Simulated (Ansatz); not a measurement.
The starting structures come from a database of crystals and need not be the phases stable at ambient conditions.

 Where the default PAW files enter, the runs use the earlier of Ansatz's two default sets.

Tunnelling through a barrier is set by its complex band structure: the current falls as exp(−2κd) with the smallest κ.

Given:

```
CELL_PARAMETERS angstrom
      5.68972     0.00000     0.00000
      0.00000     8.04648     0.00000
      2.84486     4.02324     2.84486
ATOMIC_POSITIONS crystal
  Sr 0.50000 0.25000 0.00000
  Sr 0.50000 0.75000 0.00000
  Zn 0.00000 0.50000 0.00000
  Mo 0.00000 0.00000 0.00000
  O  0.48204 0.24102 0.51796
  O  0.51796 0.75898 0.48204
  O  0.00000 0.75898 0.48204
  O  0.00000 0.24102 0.51796
  O  0.00000 0.24102 0.00000
  O  0.00000 0.75898 0.00000
```

Space group of this cell: Fm-3m. The cell is taken as given; by r2SCAN its mean pressure is -7.5 GPa.

Transport runs along the normal of the first two printed cell vectors, the (110) plane of the conventional cell.

The gap is the functional's own. No spin-orbit coupling. Mid-gap values are interpolated on the energy grid.

Estimate the band gap and the smallest decay constant κ at mid-gap that r2SCAN run with Ansatz (an electronic-structure program) returns for this system.

Gap 2.32 eV on a 10×10×10 mesh; κ = 0.282 1/Å, at (0.500, 0.500) of the in-plane reciprocal vectors. At the zone centre, at the nearest computed energy, the slowest state has κ = 0.33 1/Å.
